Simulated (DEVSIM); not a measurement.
System: illuminated InP p-on-n cell, one wavelength, at 300 K.

Layer 1 from the left is InP, thickness (μm) 0.0860, Na (cm⁻³) 2e18, τn (s) 8.8e-11, τp (s) 2.7e-9, absorption coefficient (cm⁻¹) 16000. Layer 2 from the left is InP, thickness (μm) 0.630, Nd (cm⁻³) 2.2e15, τn (s) 4.2e-9, τp (s) 4.2e-9, absorption coefficient (cm⁻¹) 16000.

Left contact: ohmic, minority electron recombination velocity 30000 cm/s. Right contact: ohmic, minority hole recombination velocity 2e6 cm/s. Voltage is applied to the left contact. Recombination: SRH at mid-gap, radiative, Auger. Light enters at the left, 4.5e16 photons cm⁻² s⁻¹, one pass, no reflection. Mobility is constant in doping.

The device is made up for the run: typed textbook-type constants, with dimensions and the other settings drawn at random. Values at 300 K.

InP: gap (eV) 1.344, affinity (eV) 4.38, permittivity 12.5, Nc (cm⁻³) 5.7e17, Nv (cm⁻³) 1.1e19, μn (cm²/Vs) 5200, μp (cm²/Vs) 170, B (cm³/s) 1.2e-10, Cn (cm⁶/s) 9e-31, Cp (cm⁶/s) 9e-31.

Model (solved in DEVSIM): 1D drift-diffusion, Boltzmann statistics, complete ionisation; no tunnelling, impact ionisation, image-force lowering or self-heating.

Dark forward current:

```csv
|V| (V),|J| (A/cm²)
0.05,1.993e-9
0.10,7.053e-9
0.15,2.077e-8
0.20,5.847e-8
0.25,1.625e-7
0.30,4.505e-7
0.35,1.251e-6
0.40,3.493e-6
0.45,9.840e-6
0.50,2.819e-5
0.55,8.323e-5
0.60,0.0002590
0.65,0.0008766
0.70,0.003333
0.75,0.01443
0.80,0.06993
0.85,0.3643
0.90,1.934
0.95,9.686
1.00,41.56
1.05,147.9
1.10,458.5
1.15,1318
1.20,3663
```

### Question
Work out the local ideality factor n = ΔV / (kT/q · ln(J2/J1)) between the rows 0.15 and 0.20 V, 0.85 and 0.90 V, 1.15 and 1.20 V.

### Answer
kT/q = 25.85 mV. From 0.15 to 0.20 V: ln(5.847e-8/2.077e-8) = 1.035, n = 1.87, near the 2 of recombination in the depletion region. From 0.85 to 0.90 V: ln(1.934/0.3643) = 1.669, n = 1.16. From 1.15 to 1.20 V: ln(3663/1318) = 1.022, n = 1.89.

### Question
What current could the absorbed light give at most, and what share is collected?

### Answer
Σ αd = 1.15, so qΦ(1 − exp(−Σ αd)) = 4.92 mA/cm². The simulated short-circuit current is 4.844 mA/cm², a share of 0.99.

### Question
Estimate the open-circuit voltage by superposition: the voltage at which the dark current equals that short-circuit current.

### Answer
Interpolating ln J in the table gives 0.713 V. The simulation gives 0.710 V; the estimate lies 3 mV above. Superposition holds where collection doesn't change with voltage.

### Question
Estimate the fill factor from FF0 = (v − ln(v + 0.72))/(v + 1), v = qVoc/(nkT), with n from the dark curve.

### Answer
The rows about Voc, 0.70 and 0.75 V, give n = 1.32, so v = 20.8 and FF0 = 0.813. The simulation gives 0.752; the estimate lies 8.2 % above.
